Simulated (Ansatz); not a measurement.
For Zr₂AlN (P6₃/mmc, No. 194, 8 atoms in the cell; start mp-4678), LDA (PAW; Ansatz, an electronic-structure program) gives:

| Property | Value |
|---|---|
| lattice constant a | 3.202 Å |
| c axis length | 14.202 Å |
| bulk modulus | 158 GPa |
| cohesive energy | 7.47 eV/atom |

Problem. What does r²SCAN (Ansatz, plane waves, PAW) give for the same quantities?

Solution. 
- lattice constant a: 3.244 Å (increases by 1.3 %)
- lattice parameter c: 14.399 Å (rises by 1.4 %)
- bulk modulus: 150 GPa (drops by 5.1 %)
- cohesive energy: 6.14 eV/atom (falls by 1.33 eV/atom)

Changes are worked out from the printed values.

Unless a cell is named, each level is at its own relaxed cell (LDA 15.77, r²SCAN 16.40 Å³/atom).

Caveats: the bulk modulus is −V dP/dV from two relaxed cells at ±2 % in volume (LDA, r²SCAN); the relaxation could not lower the start's symmetry, so the cell can be a saddle point above a distorted one (LDA, r²SCAN). Ansatz's density-functional and Hartree–Fock values are scalar-relativistic unless marked +SOC, with PAW data made under PBE.

A start named mp-… is a Materials Project structure, which need not be a measured phase.
